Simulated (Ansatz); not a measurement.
Checking a run of Ansatz (an electronic-structure program) on ZrNb4CN4 (R3m, 10 atoms in the cell). The aim is a self-consistent single point with DFT, PBEsol, plane waves, default PAW files made with PBE.

Cell that was meant: a = 13.1413 Å, b = 13.1413 Å, c = 13.1413 Å, α = 13.91°, β = 13.91°, γ = 13.91°.

Part of the input:

Ansatz 0.2 input:
```yaml
  ecutwfc: 30.9 Ry
kpoints:
  mp_grid:
    grid: [3, 3, 3]
hamiltonian:
  xc: pbesol
  pseudopotentials:
[...]
scf:
  occupations:
    method: fermi_dirac
    width: 0.0001 Ry
output:
  forces: true
  eigenvalues: true
```

Output (repeated stretches shortened):

```
WARN ansatz: RAYON_NUM_THREADS=1 ignored (pool sized by the plan → 1); use --threads N
   [... lines left out ...]
PAW frozen core: N, regenerated for the run's functional, and the local potential with it
Initial density: superposition of atomic densities (neutral atoms: chi_scale 0, normalization atom), corrected by the library's trained network
Initial wavefunctions: pseudopotential atomic-orbital guess
Eigensolver: davidson
Functional: x = pbesol(κ = 0.804, μ = 0.12345679012345678), c = pbesol(β = 0.046)
SCF iter   1: F=—  HF=-23882.026075 eV  |F-HF|=—  |Δ(HF+E_count)|=         —  Δρ=1.27e-2  dr2=2.85e-1  ethr=1.77e-3  ⟨swp⟩=5.2  Hψ=1218  notcnv=0  defer=1
all-band conjugate gradients solve this SCF's bands
preconditioner: auto → Resta (q_TF=auto, 2.613 Å⁻¹)
SCF iter   2: F=—  HF=-23881.982587 eV  |F-HF|=—  |Δ(HF+E_count)|=   4.35e-2  Δρ=4.90e-3  dr2=4.64e-2  ethr=3.24e-4  ⟨swp⟩=1.8  Hψ=409  notcnv=0  defer=13
   [... lines left out ...]
SCF iter   5: F=—  HF=-23881.973304 eV  |F-HF|=—  |Δ(HF+E_count)|=   2.35e-5  Δρ=9.54e-5  dr2=8.10e-6  ethr=1.35e-7  ⟨swp⟩=2.0  Hψ=476  notcnv=0  defer=18
SCF iter   6: F=—  HF=-23881.973291 eV  |F-HF|=—  |Δ(HF+E_count)|=   1.27e-5  Δρ=2.17e-5  dr2=3.82e-7  ethr=9.21e-9  ⟨swp⟩=2.0  Hψ=517  notcnv=0  defer=18
SCF iter   7: F=-23881.973291 eV  HF=-23881.973291 eV  |F-HF|=4.29e-9  |Δ(HF+E_count)|=   8.08e-9  Δρ=3.22e-6  dr2=9.87e-9  ethr=1.14e-10  ⟨swp⟩=9.3  Hψ=1232  notcnv=0
SCF 1 converged in 7 iterations: F = -23881.973291 eV  dr2 = 9.87e-9
Free energy (F): -23881.973291 eV
Internal energy: -23881.972872 eV  (E = F + TS)
E sigma→0 (E₀):  -23881.973082 eV
Entropy (-TS):   -0.000419 eV (-0.042 meV/atom)
Fermi energy:    18.922847 eV
--- Forces (eV/Å), atoms counted from 1 ---
  atom   1  Zr     0.00000000    -0.00000000    -0.36290814
  atom   2  Nb     0.00000000     0.00000000     0.36930466
  atom   3  Nb     0.00000000     0.00000001     0.77048875
  atom   4  Nb    -0.00000000    -0.00000001    -0.68453403
  atom   5  Nb     0.00000000     0.00000001     0.81460937
  atom   6  C      0.00000000     0.00000000     0.06811772
  atom   7  N      0.00000000    -0.00000000    -0.18884909
   [... lines left out ...]
  atom  10  N      0.00000000    -0.00000001    -0.56287833
--- Stress (GPa, compression-positive) ---
      -11.734256       0.000000       0.000000
        0.000000     -11.734256       0.000000
        0.000000       0.000000     -11.139812
  P = ⅓ Tr σ = -11.5361 GPa (-115.361 kbar)
  The stress holds the Pulay correction. Without it, at fixed plane waves, as pw.x and ABINIT print it: P = -11.9056 GPa
```

Question: Is this run sound? If not, what is wrong?

Answer: The run is not sound. The fault is a very narrow smearing on a coarse mesh in a metal. With few k-points and almost sharp occupations, levels near the Fermi level switch between full and empty, and the Fermi surface is badly sampled. To fix it, use a denser mesh with a moderate width. The run converged in 7 iterations without an error; against the sound input the free energy goes up by 71.9 meV/atom, the pressure goes from -12.94 to -11.54 GPa and the largest force goes from 0.276 to 0.815 eV/Å.

The sound input it was made from differs as follows (other fixes are possible):
```diff
-    grid: [3, 3, 3]
+    grid: [10, 10, 10]
-    width: 0.0001 Ry
+    width: 0.01 Ry
```

With that input, the run converged in 8 iterations: free energy E − TS (on the zero of these files) -23882.6926 eV; Fermi level (on the code's own zero) 18.61 eV; pressure -12.94 GPa; largest force (vector length) 0.276 eV/Å (DFT, PBEsol, plane waves, default PAW files made with PBE).

On the sound input: the starting cell comes from a database of computed structures (which also holds hypothetical and non-ambient phases and stackings), without a prior relaxation at this level. Spin polarisation is off. With a pressure of about -13 GPa the cell is away from its equilibrium volume at this level. Ansatz's pressure includes its estimate of the finite-basis (Pulay) stress.
